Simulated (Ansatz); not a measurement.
**Parameter sweep on VBiO₄ (I4_1/a, 12 atoms in the cell)**

```xyz
12
Lattice="-2.5452 2.5452 5.7601 2.5452 -2.5452 5.7601 2.5452 2.5452 -5.7601" Properties=species:S:1:pos:R:3 pbc="T T T"
V      0.0000     0.0000     5.7601
V      2.5452     0.0000     2.8801
Bi     0.0000     0.0000     0.0000
Bi     0.0000     2.5452     2.8801
O      3.2631     1.2725    -0.9116
O      3.8179     0.7179     1.9685
O     -0.7179     1.2727     4.8485
O      1.2725    -0.7179     1.9685
O      1.8273     1.2727     3.7917
O      1.2725     1.8273     0.9116
O      3.2631    -1.2727     3.7917
O      1.2727     0.7179     6.6717
```

Base run A: revPBE, PAW files made with PBE run with Ansatz (a quantum-chemistry and plane-wave program), self-consistent single point.

Its settings: basis.ecutwfc = 420 eV; kpoints.mp_grid.grid = 5 5 5; hamiltonian.xc = revpbe; hamiltonian.pseudopotentials = {kind: paw} (the program's default PAW files); scf.occupations.method = fermi_dirac; scf.occupations.width = 0.02 eV.

The starting cell comes from a database of computed structures (which also holds hypothetical and non-ambient phases and stackings), without a prior relaxation at this level. Its lattice was rescaled by a random factor within 2.5 % of one. Spin-orbit coupling is off. In the base run, with a pressure of about 11 GPa the cell is away from its equilibrium volume at this level. Ansatz's pressure includes its estimate of the finite-basis (Pulay) stress.

ΔF is the free energy per atom less that of run A. 

The first pressure column holds Ansatz's estimate of the finite-basis (Pulay) stress, which hides part of the cutoff error; the other is without it.

In some runs the Pulay estimate is large (up to 80 GPa), a sign of a cutoff far from converged.

```json
[
 {"run": "A", "change": "base", "ΔF (meV/atom)": "0.00", "pressure (GPa)": "10.80", "largest force (eV/Å)": "0.217", "gap on the mesh (eV)": "2.249", "pressure at a fixed set of plane waves (GPa)": "10.42"},
 {"run": "B", "change": "lattice scaled by 0.97", "ΔF (meV/atom)": "145.0", "pressure (GPa)": "33.66", "largest force (eV/Å)": "1.671", "gap on the mesh (eV)": "2.234", "pressure at a fixed set of plane waves (GPa)": "33.23"},
 {"run": "C", "change": "lattice scaled by 0.97; basis.ecutwfc: 420 eV → 250 eV", "ΔF (meV/atom)": "1278.7", "pressure (GPa)": "34.60", "largest force (eV/Å)": "2.472", "gap on the mesh (eV)": "2.314", "pressure at a fixed set of plane waves (GPa)": "-45.54"},
 {"run": "D", "change": "lattice scaled by 0.985", "ΔF (meV/atom)": "54.3", "pressure (GPa)": "21.13", "largest force (eV/Å)": "0.894", "gap on the mesh (eV)": "2.253", "pressure at a fixed set of plane waves (GPa)": "20.73"},
 {"run": "E", "change": "lattice scaled by 0.985; basis.ecutwfc: 420 eV → 250 eV", "ΔF (meV/atom)": "1188.4", "pressure (GPa)": "22.32", "largest force (eV/Å)": "1.612", "gap on the mesh (eV)": "2.394", "pressure at a fixed set of plane waves (GPa)": "-54.42"},
 {"run": "F", "change": "lattice scaled by 1.015", "ΔF (meV/atom)": "-22.7", "pressure (GPa)": "2.33", "largest force (eV/Å)": "0.383", "gap on the mesh (eV)": "2.217", "pressure at a fixed set of plane waves (GPa)": "1.96"},
 {"run": "G", "change": "lattice scaled by 1.015; basis.ecutwfc: 420 eV → 250 eV", "ΔF (meV/atom)": "1095.7", "pressure (GPa)": "4.40", "largest force (eV/Å)": "0.095", "gap on the mesh (eV)": "2.351", "pressure at a fixed set of plane waves (GPa)": "-65.99"},
 {"run": "H", "change": "lattice scaled by 1.03", "ΔF (meV/atom)": "-18.1", "pressure (GPa)": "-4.58", "largest force (eV/Å)": "0.898", "gap on the mesh (eV)": "2.165", "pressure at a fixed set of plane waves (GPa)": "-4.93"},
 {"run": "I", "change": "lattice scaled by 1.03; basis.ecutwfc: 420 eV → 250 eV", "ΔF (meV/atom)": "1089.3", "pressure (GPa)": "-2.32", "largest force (eV/Å)": "0.597", "gap on the mesh (eV)": "2.300", "pressure at a fixed set of plane waves (GPa)": "-69.60"},
 {"run": "J", "change": "basis.ecutwfc: 420 eV → 250 eV", "ΔF (meV/atom)": "1125.8", "pressure (GPa)": "12.65", "largest force (eV/Å)": "0.819", "gap on the mesh (eV)": "2.382", "pressure at a fixed set of plane waves (GPa)": "-60.96"}
]
```

Run C against A: The free energy rises by 1.28 eV/atom, the pressure goes from 10.80 to 34.60 GPa, the largest force goes from 0.217 to 2.472 eV/Å and the gap on the mesh goes from 2.249 to 2.314 eV.

Run G against A: The free energy rises by 1.10 eV/atom, the pressure goes from 10.80 to 4.40 GPa, the largest force goes from 0.217 to 0.095 eV/Å and the gap on the mesh goes from 2.249 to 2.351 eV.

Keys are those of Ansatz 0.2.
